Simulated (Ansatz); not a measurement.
A self-consistent single point of YAlSi (Cmcm, 6 atoms in the cell) with Ansatz (an electronic-structure program).

Method of the run: LDA (PW92), default PAW files made with PBE (plane waves; Ansatz).

```
YAlSi
1.0
    1.99012    -5.16931     0.00000
    1.99012     5.16931     0.00000
    0.00000     0.00000     5.70503
Y Al Si
2 2 2
Cartesian
  1.99012   2.01396   1.42626
  1.99012  -2.01396   4.27877
  0.00000   0.00000   2.85251
  0.00000   0.00000   0.00000
  1.99012   1.01639   4.27877
  1.99012  -1.01639   1.42626
```

Reference input (self-consistent single point, DFT, PBEsol, plane waves, default PAW files made with PBE): kpoints.mp_grid.grid = 6 6 4; hamiltonian.xc = pbesol; hamiltonian.pseudopotentials = {kind: paw} (the program's default PAW files); scf.occupations.method = fermi_dirac; scf.occupations.width = 0.0073 Ry. This run's input differs from it in these lines:

Ansatz 0.2 input:
```diff
@@ -16,3 +16,3 @@
 hamiltonian:
-  xc: pbesol
+  xc: lda
   pseudopotentials: { kind: paw }
```

Output (repeated stretches shortened):

```
SCF iter   1: F=—  HF=-9738.325583 eV  |F-HF|=—  |Δ(HF+E_count)|=         —  Δρ=4.84e-3  dr2=1.48e-2  ethr=1.77e-3  ⟨swp⟩=6.1  Hψ=4771  notcnv=0
all-band conjugate gradients solve this SCF's bands
preconditioner: auto → Kerker (q_TF=auto, 2.240 Å⁻¹)
SCF iter   2: F=—  HF=-9738.323193 eV  |F-HF|=—  |Δ(HF+E_count)|=   2.39e-3  Δρ=2.74e-3  dr2=5.24e-3  ethr=4.12e-5  ⟨swp⟩=1.4  Hψ=1297  notcnv=0
SCF iter   3: F=—  HF=-9738.322068 eV  |F-HF|=—  |Δ(HF+E_count)|=   1.12e-3  Δρ=3.33e-4  dr2=1.36e-4  ethr=1.45e-5  ⟨swp⟩=2.1  Hψ=1642  notcnv=0
SCF iter   4: F=—  HF=-9738.322030 eV  |F-HF|=—  |Δ(HF+E_count)|=   3.78e-5  Δρ=5.95e-5  dr2=4.02e-6  ethr=3.78e-7  ⟨swp⟩=2.2  Hψ=1145  notcnv=0
SCF iter   5: F=—  HF=-9738.322029 eV  |F-HF|=—  |Δ(HF+E_count)|=   1.16e-6  Δρ=1.10e-5  dr2=1.61e-7  ethr=1.12e-8  ⟨swp⟩=2.4  Hψ=1625  notcnv=0
SCF iter   6: F=-9738.322029 eV  HF=-9738.322029 eV  |F-HF|=6.53e-9  |Δ(HF+E_count)|=   3.96e-8  Δρ=2.23e-6  dr2=1.03e-8  ethr=2.78e-10  ⟨swp⟩=5.0  Hψ=3538  notcnv=0
SCF 1 converged in 6 iterations: F = -9738.322029 eV  dr2 = 1.03e-8
Free energy (F): -9738.322029 eV
Internal energy: -9738.264668 eV  (E = F + TS)
E sigma→0 (E₀):  -9738.293348 eV
Entropy (-TS):   -0.057361 eV (-9.560 meV/atom)
Fermi energy:    9.782720 eV
--- Forces (eV/Å), atoms counted from 1 ---
  atom   1  Y     -0.00000000     0.00929445     0.00000000
  atom   2  Y      0.00000000    -0.00929445     0.00000000
  atom   3  Al     0.00000000     0.00000000     0.00000000
  atom   4  Al    -0.00000000     0.00000000     0.00000000
  atom   5  Si     0.00000000     0.12206728     0.00000000
  atom   6  Si    -0.00000000    -0.12206728    -0.00000000
--- Stress (GPa, compression-positive) ---
       -3.173266       0.000000       0.000000
        0.000000      -4.852709      -0.000000
        0.000000      -0.000000      -4.127263
  P = ⅓ Tr σ = -4.0511 GPa (-40.511 kbar)
  The stress holds the Pulay correction. Without it, at fixed plane waves, as pw.x and ABINIT print it: P = -4.0827 GPa
```

The run converged in 6 iterations. Against the reference run the pressure goes from -1.89 to -4.05 GPa and the largest force goes from 0.103 to 0.122 eV/Å.

The starting cell comes from a database of computed structures (which also holds hypothetical and non-ambient phases and stackings), without a prior relaxation at this level. With a pressure of about -4 GPa the cell is away from its equilibrium volume at this level. Ansatz's pressure includes its estimate of the finite-basis (Pulay) stress.
